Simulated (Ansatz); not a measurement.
# Response to strain in Pt

The reference is Pt in the fcc (Cu type) structure (space group Fm-3m, No. 225).

```
Pt
1.0
    0.00000     1.97014     1.97014
    1.97014     0.00000     1.97014
    1.97014     1.97014     0.00000
Pt
1
Cartesian
  0.00000   0.00000   0.00000
```

Cartesian axes are those of the cell as printed.

Strains are applied to the cell and any free atomic positions relax; under biaxial strain the out-of-plane vector relaxes too; under stress the whole cell relaxes.

Computed with r2SCAN (Ansatz, an electronic-structure program; PAW; 500 eV plane waves; without spin-orbit coupling).

Notes on the quantities. energy relative to the base: free energy F; pressure: mean of the normal stresses, compression positive.

```json
[
 {"variant": "base", "energy relative to the base": "0 meV/atom", "pressure": "0.0 GPa", "shortest interatomic distance": "2.786 Å"},
 {"variant": "biaxial strain −2.23 %, plane normal [001], relaxed out of plane", "energy relative to the base": "+13 meV/atom", "pressure": "4.2 GPa", "shortest interatomic distance": "2.724 Å"},
 {"variant": "biaxial strain +2.49 %, plane normal [110], relaxed out of plane", "energy relative to the base": "+19 meV/atom", "pressure": "-5.5 GPa", "shortest interatomic distance": "2.717 Å"},
 {"variant": "biaxial strain −2.39 %, plane normal [111], relaxed out of plane", "energy relative to the base": "+18 meV/atom", "pressure": "5.9 GPa", "shortest interatomic distance": "2.720 Å"},
 {"variant": "isotropic strain −2.79 %", "energy relative to the base": "+103 meV/atom", "pressure": "29.0 GPa", "shortest interatomic distance": "2.708 Å"},
 {"variant": "isotropic strain +1.26 %", "energy relative to the base": "+18 meV/atom", "pressure": "-9.2 GPa", "shortest interatomic distance": "2.821 Å"},
 {"variant": "isotropic strain +4.60 %", "energy relative to the base": "+0.201 eV/atom", "pressure": "-25.2 GPa", "shortest interatomic distance": "2.914 Å"},
 {"variant": "uniaxial strain ε_yy = +5.86 %", "energy relative to the base": "+48 meV/atom", "pressure": "-12.8 GPa", "shortest interatomic distance": "2.786 Å"},
 {"variant": "uniaxial stress, 1 GPa tension along z", "energy relative to the base": "+0.3 meV/atom", "pressure": "–", "shortest interatomic distance": "2.778 Å"},
 {"variant": "uniaxial stress, 3 GPa compression along z", "energy relative to the base": "+4.9 meV/atom", "pressure": "–", "shortest interatomic distance": "2.764 Å"}
]
```

A biaxial case was relaxed in a doubled cell and then solved in the primitive one. Without a gap, meshes like the base's 20×20×20 leave anisotropic stresses uncertain by several tenths of a GPa, and small strain energies with them. Beyond what the load breaks, stability against distortions was not tested. The final runs are not spin-polarised. Pt lies near a magnetic instability that expansion can trigger; it was not tested.
